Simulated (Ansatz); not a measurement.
Base system: NaCoBr3 in the cubic perovskite structure (space group Pm-3m, No. 221; a = 4.969 Å; ferromagnetic; a hypothetical phase, not in the database extracts checked).

Computed with plane-wave PAW DFT at the PBEsol level (Ansatz, a first-principles code, 420 eV), scalar-relativistic without spin-orbit coupling.

One change was made to it. Results:

The largest site moment goes up by 0.09 μB (1.79 μB → 1.88 μB); the volume per atom increases by 0.75 Å³ (24.53 Å³ → 25.28 Å³).

### Question
Name the change that was made.
(A) pressure −2 GPa
(B) pressure 4.2 GPa
(C) pressure 1.8 GPa
(D) pressure −1 GPa
(E) pressure 18 GPa

### Answer
D, pressure −1 GPa. For comparison, the volume per atom in the other runs: pressure −2 GPa gives 26.42 Å³; pressure 1.8 GPa gives 23.33 Å³; pressure 4.2 GPa gives 22.07 Å³; pressure 18 GPa gives 18.62 Å³.

Load acts through the strain it causes; cell and atoms are relaxed under it. Whether these cells are dynamically stable was not tested. No other phases were tried under pressure. No Hubbard U is applied and the magnetic state is the run's own (NaCoBr3 ferromagnetic); other magnetic orders, which need larger cells, were not tried and can change the gap. Many cubic perovskites are stable only at high temperature; tilts and polar distortions were not tested.
